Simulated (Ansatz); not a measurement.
# Hypothetical cubic perovskite NaCdI3: response to strain

Take NaCdI₃ in the cubic perovskite structure (space group Pm-3m, No. 221; a = 5.837 Å; a hypothetical phase, not in the database extracts checked) as the base. Axes: x, y, z lie along the cube axes.

Strains are applied to the cell and any free atomic positions relax; under biaxial strain the out-of-plane vector relaxes too; under stress the whole cell relaxes.

Method: Kohn–Sham DFT with the PBEsol functional, run in Ansatz (a program for electronic structure) with PAW and 420 eV plane waves, no spin-orbit coupling.

Notes on the quantities. pressure: mean of the normal stresses, compression positive; energy relative to the base: free energy F.

```tsv
change	pressure	energy relative to the base	shortest interatomic distance
base	0.0 GPa	0 meV/atom	291.9 pm
biaxial strain −2.29 %, plane normal [110], relaxed out of plane	0.5 GPa	+4.5 meV/atom	285.2 pm
isotropic strain −2.27 %	1.9 GPa	+14 meV/atom	285.2 pm
isotropic strain +0.55 %	-0.4 GPa	+0.8 meV/atom	293.5 pm
uniaxial strain ε_zz = +5.33 %	-1.0 GPa	+12 meV/atom	291.9 pm
uniaxial stress, 8 GPa compression along z	–	+101 meV/atom	256.6 pm
uniaxial stress, 5 GPa compression along x	–	+50 meV/atom	265.4 pm
tensor shear ε_yz = −1.32 %	0.0 GPa	+0.5 meV/atom	291.9 pm
tensor shear ε_xz = +1.63 %	0.0 GPa	+0.8 meV/atom	291.9 pm
```

Without a gap, meshes like the base's 8×8×8 leave anisotropic stresses uncertain by several tenths of a GPa, and small strain energies with them. Stability under load was not tested beyond the relaxation. The final runs are not spin-polarised. Many cubic perovskites are stable only at high temperature; tilts and polar distortions were not tested.
